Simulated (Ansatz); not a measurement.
## A computed series for PbTe: pressure series

Base system: PbTe in the rock salt structure (space group Fm-3m, No. 225; a = 6.534 Å).

Cell and atoms are relaxed at each pressure.

Computed with Ansatz (a program for electronic structure) r2SCAN, without spin-orbit coupling.

| change | electron mass | volume per atom | band gap |
|---|---|---|---|
| base | 0.34 mₑ along k, 0.12 mₑ across (at L) | 34.87 Å³ | 1.09 eV |
| pressure −2 GPa | 0.36 mₑ along k, 0.12 mₑ across (at L) | 36.80 Å³ | 1.19 eV |
| pressure −1 GPa | 0.35 mₑ along k, 0.12 mₑ across (at L) | 35.77 Å³ | 1.14 eV |
| pressure 0.3 GPa | 0.34 mₑ along k, 0.12 mₑ across (at L) | 34.63 Å³ | 1.07 eV |
| pressure 0.7 GPa | 0.33 mₑ along k, 0.12 mₑ across (at L) | 34.32 Å³ | 1.06 eV |
| pressure 1.5 GPa | 0.32 mₑ along k, 0.12 mₑ across (at L) | 33.75 Å³ | 1.02 eV |
| pressure 3 GPa | 0.31 mₑ along k, 0.11 mₑ across (at L) | 32.78 Å³ | 0.95 eV |
| pressure 5 GPa | 0.29 mₑ along k, 0.11 mₑ across (at L) | 31.69 Å³ | 0.86 eV |
| pressure 7.5 GPa | 0.27 mₑ along k, 0.11 mₑ across (at L) | 30.55 Å³ | 0.75 eV |
| pressure 10 GPa | 0.25 mₑ along k, 0.11 mₑ across (at L) | 29.58 Å³ | 0.65 eV |

Spin-orbit coupling, missing from the scalar runs, can matter with Pb and Te. Load acts through the strain it causes; cell and atoms are relaxed under it. Effective masses come from finite differences of ±0.01 Å⁻¹. Along k means along the line from Γ to the band edge. Whether these cells are dynamically stable was not tested. No other phases were tried under pressure.
